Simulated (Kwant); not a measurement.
Computed with Kwant: Hückel tight-binding model, one pz orbital an atom, one spin, coherent transport at 0 K. Conductance is in e²/h.

Model system: π system c1ccc2c(c1)-c1ccccc-21 between two chain leads. The π system is taken as planar. Atoms are numbered from 0 in the order of the SMILES. Site energies (eV, carbon 0): [0.0, 0.0, 0.0, 0.0, 0.0, 0.0, 0.0, 0.0, 0.0, 0.0, 0.0, 0.0]. Bonds (i, j, β in eV): (0,1,-3) (1,2,-3) (2,3,-3) (3,4,-3) (4,5,-3) (4,6,-3) (6,7,-3) (7,8,-3) (8,9,-3) (9,10,-3) (10,11,-3) (5,0,-3) (11,6,-3) (11,3,-3). Leads: chains of hopping −4.5 eV, joined by −0.9 eV to atoms 2 and 5.

Site energies and bond integrals are typed Hückel values.

Sweep values stay those of the base run.

One input was changed, with this effect: transmission at E = 0 0.0016 → 0.0064.

Which change was it?
A. contacts moved from atoms [2, 5] to [0, 1]
B. contacts moved from atoms [2, 5] to [2, 7]
C. contacts moved from atoms [2, 5] to [0, 7]
D. contacts moved from atoms [2, 5] to [0, 9]
E. contacts moved from atoms [2, 5] to [0, 8]
F. contacts moved from atoms [2, 5] to [0, 10]

A, contacts moved from atoms [2, 5] to [0, 1]
